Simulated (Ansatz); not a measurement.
**Effect of biaxial strain −2.50 %, plane normal [111], relaxed out of plane on Pd**

The parent structure is Pd in the fcc (Cu type) structure (space group Fm-3m, No. 225; a = 3.910 Å; relaxed with 0.1 eV smearing). Axes: x, y, z lie along the cube axes.

Now apply this change: compressive biaxial strain of 2.50 % in the plane normal to [111], as in epitaxy on a mismatched substrate; the out-of-plane cell vector and the atoms relax.

Method: DFT with r2SCAN, PAW potentials and a 500 eV plane-wave cutoff in Ansatz (a program for electronic structure), no spin-orbit coupling. Settings: 29×29×29 k-points, 0.1 eV Fermi–Dirac smearing.

The shortest interatomic distance drops by 0.1306 bohr, from 5.225 bohr to 5.095 bohr and the energy increases by 19 meV/atom. The band gap stays zero and the out-of-plane strain amounts to +2.46 %. The ratio −ε⊥/ε∥ comes out as 0.98.

Cost of the whole job for the changed cell (relaxation, final SCF and bands): about 6 core-minutes (a rough figure).

Stability against distortions was not tested. All final runs are without spin polarisation. Pd has a high density of states at the Fermi level and may be magnetic at this level.
